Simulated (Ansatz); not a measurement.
An Ansatz (a quantum-chemistry and plane-wave program) input (plane-wave PAW DFT at the r2SCAN level (Ansatz, 500 eV), spin-orbit coupling left out, earlier PAW set):

Ansatz 0.2 input:
```yaml
crystal:
  lattice:
    - [0, 3.7920984956, 4.2250933431]
    - [2.2711892046, 0, 4.2250933431]
    - [2.2711892046, 3.7920984956, 0]
  atoms:
    - { symbol: Ni, position: [0.665221721, 0.334778279, 0.665221721] }
    - { symbol: Ni, position: [0.334778279, 0.665221721, 0.334778279] }
    - { symbol: Ni, position: [0.584778279, 0.915221721, 0.584778279] }
    - { symbol: Ni, position: [0.915221721, 0.584778279, 0.915221721] }
    - { symbol: Ti, position: [0, 0, 0] }
    - { symbol: Ti, position: [0.25, 0.25, 0.25] }
basis: { ecutwfc: 500, ecutrho_ratio: 4, xc_grid: 4, fft_grid_basis: typed }
kpoints: { mp_grid: { grid: [12, 12, 12] } }
hamiltonian:
  xc: r2scan
  dispersion: none
  pseudopotentials: { azcp: { folder: ./paw }, kind: paw }
scf: { occupations: { method: fermi_dirac, width: 0.05 }, convergence: { dr2_threshold: 0.0000000006 } }
output: { forces: true, stress: true }
checkpoint: { write: state.ck, write_every: 1000 }
```

Which symmetry and how many k-points will the program report, and about how many plane waves at Γ?

Space group Fddd (ITA 70) with 8 operations, k-points 280 of 1728, and 1835 plane waves at Γ.

No phonon test of stability was made. Starting moments died away, wholly or in part, for Si → Ni; another magnetic solution may exist. The final runs are not spin-polarised. The cell was made from TiSi2 by this change: Si → Ni; the result is a hypothetical phase, not in the database extracts checked.
